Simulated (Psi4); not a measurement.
Psi4 1.11, B3LYP/def2-svpd: Y(Br)2(Me) ([CH3][Y]([Br])[Br]), 7 atoms. The geometry is a generated start, not checked to be a minimum at this level.

```json
{
 "task": "energy",
 "method": "b3lyp",
 "basis": "def2-svpd",
 "memory": "3 GB",
 "maxiter": "100",
 "keys_of_the_molecule_block": "symmetry c1",
 "scf_type": "df (default)",
 "guess": "auto, which took SAD (default)",
 "scf_initial_accelerator": "adiis (default)",
 "e_convergence": "1e-06 (default)",
 "d_convergence": "1e-06 (default)",
 "dft_radial_points": "75 (default)",
 "dft_spherical_points": "302 (default)",
 "effective_core_potentials": "those of the basis set, past Kr",
 "basis_functions": "160",
 "grid_points": "151747"
}
```

```xyz
7

Y     -0.8105     0.2351    -0.5938
Br    -3.0763    -1.0974    -1.1027
Br    -1.3773     2.4575    -1.9670
C      1.0590    -0.3210     0.7370
H      1.5163     0.5428     1.2231
H      1.8643    -0.7912     0.1652
H      0.8246    -1.0259     1.5382
```

Charge 0 and multiplicity 1 are set for this test and not shown to be the ground state.

One run each on 2 threads. Values of diis_max_vecs tried: 3, 6, 10 (default), 20.

Problem. Predict the course of the SCF iterations along this series.

Solution. Fewest SCF iterations, within one of each other: 6 with 10, 10 (default) with 10, 20 with 10. The count rises to 15 at 3. All converge to one solution.

| diis_max_vecs | SCF iterations | end |
|---|---|---|
| 3 | 15 | same solution |
| 6 | 10 | same solution |
| 10 (default) | 10 | same solution |
| 20 | 10 | same solution |
